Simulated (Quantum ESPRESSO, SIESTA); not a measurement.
A Quantum ESPRESSO input for a self-consistent single point of NiO2 (R-3m, 3 atoms in the cell) (DFT, PBEsol, plane waves, GBRV 1.5 ultrasoft (PBESOL) pseudopotentials):

```fortran
&control
    calculation = 'scf'
    prefix = 'run'
    outdir = './work'
    pseudo_dir = './'
    tprnfor = .true.
    tstress = .true.
/
&system
    ibrav = 0
    nat = 3
    ntyp = 2
    ecutwfc = 50
    ecutrho = 400
    occupations = 'fixed'
    nbnd = 21
/
&electrons
    conv_thr = 1.0e-11
/
ATOMIC_SPECIES
Ni    58.6934  ni_pbesol_v1.4.uspp.F.UPF
O     15.9990  o_pbesol_v1.2.uspp.F.UPF
ATOMIC_POSITIONS crystal
Ni    0.0000000000    0.0000000000    0.0000000000
O     0.7320370000    0.7320370000    0.7320370000
O     0.2679630000    0.2679630000    0.2679630000
K_POINTS automatic
14 14 14  0 0 0
CELL_PARAMETERS angstrom
   1.3676828716     0.7896320741     4.6841900000
  -1.3676828716     0.7896320741     4.6841900000
   0.0000000000    -1.5792641482     4.6841900000
```

Problem. Write the same calculation as an input for SIESTA.

Solution. This is the input that was run; spellings and numerical settings could be chosen otherwise.

```
# files in the folder: Ni.psml O.psml (PseudoDojo PBEsol standard)
SystemName  NiO2
SystemLabel nio2

NumberOfAtoms                3
NumberOfSpecies              2
%block ChemicalSpeciesLabel
  1 28 Ni
  2 8 O
%endblock ChemicalSpeciesLabel
LatticeConstant              1.0 Bohr
%block LatticeVectors
     2.584546295    1.492188219    8.851836216
    -2.584546295    1.492188219    8.851836216
     0.000000000   -2.984376438    8.851836216
%endblock LatticeVectors
AtomicCoordinatesFormat      Ang
%block AtomicCoordinatesAndAtomicSpecies
     0.000000000    0.000000000    0.000000000  1
    -0.000000000   -0.000000000   10.287001185  2
     0.000000000   -0.000000000    3.765568815  2
%endblock AtomicCoordinatesAndAtomicSpecies

XC.functional                GGA
XC.authors                   PBEsol
PAO.BasisSize                TZP
PAO.EnergyShift              0.01 Ry
MeshCutoff                   350 Ry
%block kgrid.MonkhorstPack
   14   0   0  0.0
    0  14   0  0.0
    0   0  14  0.0
%endblock kgrid.MonkhorstPack
OccupationFunction           FD
ElectronicTemperature        10 K

MaxSCFIterations             150
SCF.Mixer.Method             Broyden
SCF.Mixer.Weight             0.25
SCF.Mixer.History            6
SCF.DM.Tolerance             1.0E-04
Diag.ParallelOverK           true
WriteForces                  true
```

Basis settings and potentials, where a program has them, do not carry over. This input uses DFT, GGA PBEsol, numerical atomic orbitals TZP, PseudoDojo PBEsol standard norm-conserving potentials (rewritten from UPF to PSML).

The starting cell comes from a database of computed structures (which also holds hypothetical and non-ambient phases and stackings), without a prior relaxation at this level. Its lattice was rescaled by a random factor within 2.5 % of one.
